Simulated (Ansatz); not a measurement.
Given:

```yaml
crystal:
  lattice:
    - [4.91656, 0.00000, 0.00000]
    - [-2.45828, 4.25787, 0.00000]
    - [0.00000, 0.00000, 5.43163]
  atoms:
    - { symbol: Si, position: [0.53120, 0.53120, 0.33333] }
    - { symbol: Si, position: [0.46880, 0.00000, 0.00000] }
    - { symbol: Si, position: [0.00000, 0.46880, 0.66667] }
    - { symbol: O, position: [0.26856, 0.41310, 0.54782] }
    - { symbol: O, position: [0.58690, 0.85546, 0.21449] }
    - { symbol: O, position: [0.14454, 0.73144, 0.88115] }
    - { symbol: O, position: [0.85546, 0.58690, 0.45218] }
    - { symbol: O, position: [0.73144, 0.14454, 0.78551] }
    - { symbol: O, position: [0.41310, 0.26856, 0.11885] }
```

Space group of this cell: P3_221. The cell is taken as given.

The numbers are results of r2SCAN (plane waves, PAW; Ansatz, a program for electronic structure), not measurements.

The current runs along the normal of the first two printed vectors; no spin-orbit coupling. Scaled by the factor s: the length along the current (ions clamped). Meshes 12×12×6 and 12×12 across the current in all rows.

```tsv
s	mean pressure (GPa)	band gap (eV)
0.97	6.7	?
1.00	0.1	6.60
1.03	-5.6	6.38
```

### Question
Take the slope of the band gap against ln s from the two given rows, extrapolate to s = 0.97, and say what the run there gives.

### Answer
Slope = (6.38 − 6.60) / ln 1.03 = -7.44 eV. The line gives 6.60 + (-7.44) × ln 0.97 = 6.83 eV. The run gives 6.79 eV, 0.04 eV under the line, 16 % of the predicted step.
